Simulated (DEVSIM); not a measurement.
Device: abrupt In0.53Ga0.47As p-n junction, at 300 K.

Layer 1 from the left is In0.53Ga0.47As, thickness (μm) 0.610, Na (cm⁻³) 1.1e16, τn (s) 3.5e-8, τp (s) 3.5e-8. Layer 2 from the left is In0.53Ga0.47As, thickness (μm) 5.00, Nd (cm⁻³) 1.8e16, τn (s) 3.5e-8, τp (s) 3.5e-8.

Left contact: ohmic. Right contact: ohmic. Voltage is applied to the left contact. Recombination: SRH at mid-gap, radiative, Auger. Mobility is constant in doping.

The device is made up for the run: typed textbook-type constants, with dimensions and the other settings drawn at random. Values at 300 K.

In0.53Ga0.47As: gap (eV) 0.74, affinity (eV) 4.51, permittivity 13.9, Nc (cm⁻³) 2.1e17, Nv (cm⁻³) 7.7e18, μn (cm²/Vs) 12000, μp (cm²/Vs) 300, B (cm³/s) 9.6e-11, Cn (cm⁶/s) 5e-29, Cp (cm⁶/s) 5e-29.

Problem. Estimate by hand the built-in potential, the peak field at zero bias, the capacitance at -1.5 V, and compare with a numerical solution.

Solution. 
- Built-in potential: ni = √(Nc Nv) exp(−Eg/2kT) = 7.74e11 cm⁻³ with Eg = 0.740 eV; Vbi = kT/q ln(Na Nd/ni²) = 0.507 V; numerical 0.507 V.
- Peak field at zero bias: depletion approximation: W = √(2εVbi/(qN)) = 0.338 μm with N = 6.83e15 cm⁻³; field = 2Vbi/W = 30000 V/cm; numerical 28500 V/cm (estimate above by 5.5 %).
- Capacitance at -1.5 V: C = √(qεN / 2(Vbi + |V|)) = 18.3 nF/cm²; numerical 18.6 nF/cm² (estimate below by 1.3 %).

Simulated with DEVSIM: 1D drift-diffusion, Boltzmann statistics, complete ionisation; no tunnelling, impact ionisation, image-force lowering or self-heating.
